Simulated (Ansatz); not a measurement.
**A computed series for Ag: response to strain**

Start from Ag in the fcc (Cu type) structure (space group Fm-3m, No. 225; a = 4.0009 Å; relaxed with 0.1 eV smearing). Axes: x, y, z lie along the cube axes.

Strains are applied to the cell and any free atomic positions relax; under biaxial strain the out-of-plane vector relaxes too.

Level of theory: LDA in Ansatz (plane waves to 420 eV, PAW, scalar-relativistic without spin-orbit coupling).

| biaxial strain, plane normal [001], relaxed out of plane (%) | out-of-plane strain (%) |
|---|---|
| 0 | 0.00 |
| 0.5 | -0.74 |
| 1 | -1.49 |
| 1.5 | -2.25 |
| 2 | -3.03 |
| 2.5 | ? |
| 3 | -4.62 |

### Question
Fit ε⊥ = −νε + γε² (strains in %) to the rows shown and predict the withheld row.

### Answer
Least squares on the printed values gives ν = 1.46 (the biaxial Poisson response) and γ = -0.025 (largest residual 0.00 %); this predicts -3.82 %, and the run gives -3.82 %, in agreement.

No phonon test of stability was made.

Ansatz is a first-principles code.
